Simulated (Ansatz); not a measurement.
For Sr (fcc (Cu type), Fm-3m) at 700 K, quasi-harmonic approximation with DFT at the PBEsol level (Ansatz, an electronic-structure program) gives a volume expansion coefficient α_V = 98.92 × 10⁻⁶ K⁻¹, an isothermal bulk modulus B_T = 10.0 GPa, a molar volume V_m = 33.106 cm³/mol and C_V = 26.86 J/(mol K). The run noted for some of its cells that some bands missed the eigensolver's tolerance.

Q: Work out the Grüneisen parameter, C_P and the adiabatic bulk modulus.

A: γ = α_V B_T V_m / C_V = 1.22. C_P − C_V = α_V² B_T V_m T = 2.26 J/(mol K), so C_P = 29.12 J/(mol K). B_S = B_T C_P/C_V = B_T (1 + α_V γ T) = 10.8 GPa.
